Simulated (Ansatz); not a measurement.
Evanescent states of SiO2 (P3_121, 9 atoms a cell, 12.6 Å³ an atom) along the normal of (110)

The numbers are results of r2SCAN (plane waves, PAW; Ansatz, a program for electronic structure), not measurements.

No gap correction and no spin-orbit coupling; mid-gap is the computed energy nearest the middle.

Energies count from the valence-band top; κ is the least over a 6×4 mesh across the current.

```csv
E (eV),κ (1/Å),where
0.15,0.282,off Γ
0.45,0.382,off Γ
0.75,0.443,off Γ
1.05,0.489,off Γ
1.35,0.507,Γ
1.65,?,Γ
1.95,?,Γ
2.25,?,Γ
2.55,?,Γ
2.85,?,Γ
3.15,?,Γ
3.45,?,Γ
3.75,?,Γ
4.05,?,Γ
4.35,?,Γ
4.65,?,Γ
4.95,?,Γ
5.25,0.381,Γ
5.55,0.344,Γ
5.85,0.297,Γ
6.15,0.235,Γ
6.45,0.139,Γ
```

Some entries are withheld; supply them.


- 1.65, κ (1/Å): 0.514
- 1.95, κ (1/Å): 0.519
- 2.25, κ (1/Å): 0.521
- 2.55, κ (1/Å): 0.521
- 2.85, κ (1/Å): 0.517
- 3.15, κ (1/Å): 0.511
- 3.45, κ (1/Å): 0.503
- 3.75, κ (1/Å): 0.491
- 4.05, κ (1/Å): 0.477
- 4.35, κ (1/Å): 0.459
- 4.65, κ (1/Å): 0.438
- 4.95, κ (1/Å): 0.412
